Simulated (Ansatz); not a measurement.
Consider CdSe in the zinc blende structure (space group F-43m, No. 216; a = 6.0075 Å). Axes: x, y, z lie along the cube axes.

Calculations: LDA in Ansatz (plane waves to 420 eV, PAW, no spin-orbit coupling).

Base values:

| Quantity | Value |
|---|---|
| Valence-band top at Γ | 0.00, 0.00, 0.00 eV |
| Pressure | 0.00 GPa |
| Band gap | 0.41 eV |
| Volume per atom | 27.10 Å³ |

Now apply this change: biaxial strain +0.50 %, plane normal [001], relaxed out of plane (Cartesian); in-plane vectors clamped, the third vector and the atoms free.

Task: Estimate the effect on the valence-band top at Γ, pressure, band gap and volume per atom.

Result: The valence-band top at Γ (three highest levels, from the VBM) goes from 0.00, 0.00, 0.00 eV to 0.00, -0.04, -0.04 eV; the pressure (mean of the normal stresses, compression positive) goes from zero to -0.15 GPa; the band gap decreases by 0.032 eV to 0.37 eV; the volume per atom rises by 0.07 Å³, from 27.10 Å³ to 27.17 Å³.

No phonon test of stability was made.

Ansatz is an electronic-structure program.
